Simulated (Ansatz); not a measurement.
Base system: TlBr in the CsCl type structure (space group Pm-3m, No. 221).

```
TlBr
1.0
    3.91453     0.00000     0.00000
    0.00000     3.91453     0.00000
    0.00000     0.00000     3.91453
Tl Br
1 1
Cartesian
  0.00000   0.00000   0.00000
  1.95727   1.95727   1.95727
```

Cartesian axes are those of the cell as printed.

Level of theory: Ansatz (a first-principles code) PBEsol, no spin-orbit coupling.

Strains are applied to the cell and any free atomic positions relax.

One change was made to it. Results:

The shortest interatomic distance falls by 0.045 Å to 3.345 Å; the energy grows by 1.5 meV/atom.

Task: Which of these changes matches the shifts?
(A) tensor shear ε_xy = +0.29 %
(B) tensor shear ε_xy = +2.00 %
(C) tensor shear ε_xy = +0.57 %

Result: B, tensor shear ε_xy = +2.00 %. For comparison, the energy relative to the base in the other runs: tensor shear ε_xy = +0.57 % gives +0.1 meV/atom; tensor shear ε_xy = +0.29 % gives 0.0 meV/atom.

Whether these cells are dynamically stable was not tested.
